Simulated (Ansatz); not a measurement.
The parent structure is InAs in the zinc blende structure (space group F-43m, No. 216; a = 6.109 Å).

Method: Kohn–Sham DFT with the r2SCAN functional, run in Ansatz (an electronic-structure program) with PAW and 500 eV plane waves, without spin-orbit coupling.

For the base:

The band gap is 0.08 eV and the density is 5.53 g/cm³.

It is then changed as follows: hydrostatic tension (pressure −2 GPa).

### Question
Predict the new band gap.

### Answer
The band gap changes from 0.08 eV to zero.

### Question
Estimate the effect on the density.

### Answer
The density drops by 0.21 g/cm³, from 5.53 g/cm³ to 5.32 g/cm³.

A case with no gap was solved on a k-mesh chosen for an insulator, which is coarse for it. Load acts through the strain it causes; cell and atoms are relaxed under it. No phonon test of stability was made. All final runs are without spin polarisation. A zero or small gap of InAs can be the functional's error rather than a property of the material.
